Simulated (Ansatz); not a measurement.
The starting structures come from a database of crystals and need not be the phases stable at ambient conditions.

Inside the gap of an insulator the Bloch states are evanescent, with a wavenumber k + iκ along the transport direction.

Consider the following.

```xyz
20
Lattice="5.6810 0.0000 0.0000 0.0000 7.6007 0.0000 0.0000 -3.0583 7.2304" Properties=species:S:1:pos:R:3 pbc="T T T"
Pb     1.3955     0.3154     0.8464
Pb     4.2855     4.2269     6.3840
Pb     4.2360     5.7561     2.7688
Pb     1.4450    -1.2137     4.4616
Pb     1.4674     4.2066     1.0567
Pb     4.2136     0.3357     6.1737
Pb     4.3079     1.8649     2.5585
Pb     1.3731     2.6775     4.6719
O      2.1195     1.9917     1.9170
O      3.5615     2.5507     5.3134
O      4.9599     4.0798     1.6982
O      0.7210     0.4625     5.5322
O      0.5181     3.2483     6.8658
O      5.1629     1.2941     0.3646
O      3.3586    -0.2351     3.9798
O      2.3224     4.7774     3.2506
O      3.2240     6.6674     1.0152
O      2.4570    -2.1250     6.2153
O      0.3835    -0.5958     2.6001
O      5.2975     5.1382     4.6304
```

The cell is taken as given; by PBEsol it stands under a pressure of -0.7 GPa.

Transport runs along the normal of the first two printed cell vectors.

The gap is the functional's own, uncorrected, and κ follows it; spin-orbit coupling is left out. Mid-gap means the computed energy nearest the middle.

Task: State the band gap and the smallest decay constant κ at mid-gap according to PBEsol run with Ansatz (a first-principles code).

Result: Gap 1.14 eV on a 6×4×4 mesh; κ = 0.245 1/Å, at (0.000, 0.250) of the in-plane reciprocal vectors. At the zone centre the slowest state has κ = 0.26 1/Å.
